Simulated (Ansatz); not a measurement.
## A computed series for InAs: response to strain

The reference is InAs in the zinc blende structure (space group F-43m, No. 216).

```
CELL_PARAMETERS angstrom
      0.00000     3.05455     3.05455
      3.05455     0.00000     3.05455
      3.05455     3.05455     0.00000
ATOMIC_POSITIONS crystal
  As 0.75000 0.75000 0.75000
  In 0.00000 0.00000 0.00000
```

Strains are applied to the cell and any free atomic positions relax.

Computed with Ansatz (a quantum-chemistry and plane-wave program), r2SCAN, PAW, cutoff 500 eV, no spin-orbit coupling.

```csv
isotropic strain (%),pressure (GPa)
0,0.0
1.45,-2.2
2.2,-3.2
3.93,?
5.24,-6.1
```

Question: Fit P = P₀ − Bδ + Cδ² with δ = (1 + ε)³ − 1 to the rows shown and predict the withheld row.

Answer: Least squares on the printed values gives P₀ = 0.0 GPa, B = 54.7 GPa, C = 108 GPa (largest residual 0.0 GPa); this predicts -5.1 GPa, and the run gives -5.0 GPa, in agreement.

A case with no gap was solved on a k-mesh chosen for an insulator, which is coarse for it. No phonon test of stability was made. All final runs are without spin polarisation.
